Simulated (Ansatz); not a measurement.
## Defect calculation: Si on the Ge site + 1 H in germanium

Level of theory: PBE, PAW (plane waves to 420 eV; Ansatz, a first-principles code). Details: 64-site cell; 2×2×2 shifted k-points; start: the Ge site; H antibonding at the neighbour; the functional closes the host's gap; energies good to tenths of an eV.

Neighbours after relaxation, in Å: of the Si atom: Ge 2.45, Ge 2.45, Ge 2.45, Ge 2.81; of the H atom: Ge 1.68, Ge 2.65, Ge 2.65, Ge 2.65, Ge 2.80, Ge 2.80, Ge 2.80.

Formation energies E_f are those of the neutral cell. Chemical conditions: host crystal and elements as references (Δμ(Ge) = 0.00 eV, Δμ(Si) = 0.00 eV, Δμ(H) = 0.00 eV; Si taken from its element, since no compound that bounds it was computed at this level; H taken from its element, since no compound that bounds it was computed at this level; only phases computed here count, gases as isolated molecules at 0 K). Reference phases: Ge: germanium, H: H2 molecule in a box, Si: silicon.

The name describes the start; the neighbours show where the atoms ended.

```tsv
charge	moment (μB)	largest move off a lattice site (Å)	E_f, host crystal and elements as references (eV)
0†	fractional	0.47	1.84
```

† Not settled in this cell, so no level is given: charge 0: fractional moment, a level filled in part.

Starting moments that weren't kept: charge 0 began with 1 μB and ended with 0.5.

Not the lowest form: the same atoms on another site or from another start ended lower, by 0.59 eV at charge 0.
